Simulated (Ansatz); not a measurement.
Fluorite NiSi2, treated with LDA in Ansatz (PAW).

Settings: plane-wave cutoff 520 eV, 18×18×18 k mesh, Fermi–Dirac smearing 0.05 eV, no spin polarisation, scalar-relativistic PAW data made under PBE.

Computed points:

```
V (Å³/atom)  E − E_lowest (meV/atom)  P (GPa)
-----------  -----------------------  -------
11.999                         26.74    11.86
12.254                         11.44     7.44
12.510                          2.77     3.53
12.765                          0.00     0.00
13.020                          2.57    -3.17
13.275                          9.93    -6.03
13.531                         21.62    -8.59
```

Task: Estimate the bulk modulus and its pressure derivative from these points.

Result: V0 = 12.765 Å³/atom, B0 = 167 GPa, B′ = 4.3 (fit to the energies at full precision).

Measured, for comparison: equilibrium volume per atom 13.17 Å³/atom (temperature not stated, not corrected to a static lattice; as tabulated in Wikipedia's data pages). Computed less measured: equilibrium volume per atom -3.1 %.

Ansatz is an electronic-structure program.
